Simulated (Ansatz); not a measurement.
Start from WSi2 (space group I4/mmm, No. 139; relaxed with 0.1 eV smearing).

```xyz
3
Lattice="-1.6145 1.6145 3.9349 1.6145 -1.6145 3.9349 1.6145 1.6145 -3.9349" Properties=species:S:1:pos:R:3 pbc="T T T"
Si     0.0000     0.0000     5.2372
Si     0.0000     0.0000     2.6326
W      0.0000     0.0000     0.0000
```

Cartesian axes are those of the cell as printed.

Calculations: Ansatz (a quantum-chemistry and plane-wave program) PBE, spin-orbit coupling left out.

It is then changed as follows: the cell is stretched by 1.50 % along z with no lateral relaxation; the atoms relax in the strained cell.

Predict the stress tensor and what it implies for the stiffness.

Stress of the strained cell less that of the base (GPa, compression positive):
```
   -1.4     0.0     0.0
    0.0    -1.4     0.0
    0.0     0.0    -7.3
```

Then −Δσ_ii/ε with ε = 0.0150 gives secant stiffness values (nonlinear terms included at this strain): C33 ≈ 484 GPa, C13 ≈ 90 GPa and C23 ≈ 90 GPa.

As a check, the harmonic strain energy −½ V₀ Δσ:ε is 4.6 meV/atom; the computed energy rise is 4.8 meV/atom.

No phonon test of stability was made. The final runs are not spin-polarised.
